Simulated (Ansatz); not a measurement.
Where the default PAW files enter, the runs use the earlier of Ansatz's two default sets.

Crystal: TlAsF₆ (R-3, not sure to be the ambient phase, 8 atoms a cell, 16.2 Å³ an atom, -4 GPa at this level); planes in its conventional cell.

Calculation: r2SCAN (plane waves, PAW; Ansatz, a first-principles code).

The gap is the functional's own, uncorrected, and κ follows it; spin-orbit coupling is left out. Mid-gap values are interpolated between the computed energies.

| plane | area of the cell (Å²) | mid-gap κ (1/Å) | largest κ in the gap (1/Å) |
|---|---|---|---|
| (110) | 34.0 | 0.49 | 0.49 |
| (101) | 25.8 | [?] | [?] |

Q: The slowest decay depends on the direction. Supply the withheld values.

A: 
- (101), mid-gap κ (1/Å): 0.54
- (101), largest κ in the gap (1/Å): 0.54
